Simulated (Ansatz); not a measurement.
Pd in the fcc (Cu type) structure (space group Fm-3m, No. 225)

Space group Fm-3m (No. 225); a = b = c = 3.840 Å, α = β = γ = 90.00°

```tsv
atom	site	symmetry	x	y	z
Pd	4a	m-3m	0.0000	0.0000	0.0000
```
(The calculation used a cell of 1 atom; values per cell refer to that cell.)

Method: DFT with LDA, PAW potentials and a 420 eV plane-wave cutoff in Ansatz (a quantum-chemistry and plane-wave program), spin-orbit coupling left out. Settings: 21×21×21 k-points, 0.05 eV Fermi–Dirac smearing.

| Item | Value |
|---|---|
| Volume per atom | 14.15 Å³ |
| Density | 12.49 g/cm³ |
| Band gap | zero |
| Total energy | -6844.586 eV/atom (σ→0; compares only within this code and set-up) |

Whether these cells are dynamically stable was not tested. The final runs are not spin-polarised.
